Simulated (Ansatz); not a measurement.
```
KBr
1.0
    0.00000     3.18608     3.18608
    3.18608     0.00000     3.18608
    3.18608     3.18608     0.00000
Br K
1 1
Direct
  0.00000   0.00000   0.00000
  0.50000   0.50000   0.50000
```

The cell is fixed at its relaxed static size. Melting and transitions to other phases are not modelled. An odd repeat of the supercell leaves out some zone-boundary points, where instabilities often lie.

Question: Estimate each atom's mean-square displacement (sum over three axes) at 600 K from path-integral sampling on the energy surface fitted in the stochastic self-consistent harmonic approximation in a 3×3×3 supercell, DFT at the LDA level (Ansatz, a quantum-chemistry and plane-wave program).

Answer: Br1 0.14 Å², K2 0.15 Å². Waves longer than the supercell are missing, so the values are low for an infinite crystal. Over all wave vectors of the supercell the softest harmonic mode is 35 cm⁻¹ at q = (0.00, 0.33, 0.33); the softest of the Hessian is 33 cm⁻¹ at q = (0.00, 0.33, 0.33) at 300 K (error under 1; the run's verdict: stable), 32 cm⁻¹ at q = (0.00, 0.33, 0.33) at 600 K (error under 1; the run's verdict: stable).
